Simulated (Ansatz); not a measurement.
# A computed series for PbTe: pressure series

The parent structure is PbTe in the rock salt structure (space group Fm-3m, No. 225; a = 6.5694 Å).

Cell and atoms are relaxed at each pressure.

Calculations: PBE, PAW, 420 eV (Ansatz, a first-principles code; no spin-orbit coupling), earlier PAW set.

Candidates:
(a) pressure 0.3 GPa
(b) pressure −2 GPa
(c) pressure 1.5 GPa
(d) pressure 5 GPa
(e) pressure 0.7 GPa

Before the change:

- Width of the top valence band = 2.51 eV

Question: Order them by width of the top valence band, lowest first.

Answer: (b) pressure −2 GPa (2.20 eV), (a) pressure 0.3 GPa (2.55 eV), (e) pressure 0.7 GPa (2.61 eV), (c) pressure 1.5 GPa (2.72 eV), (d) pressure 5 GPa (3.14 eV)

With Pb and Te present, leaving out spin-orbit coupling can change the band edges. The levels and masses belong to the bands next to the band gap. Load acts through the strain it causes; cell and atoms are relaxed under it. Whether these cells are dynamically stable was not tested. No other phases were tried under pressure.
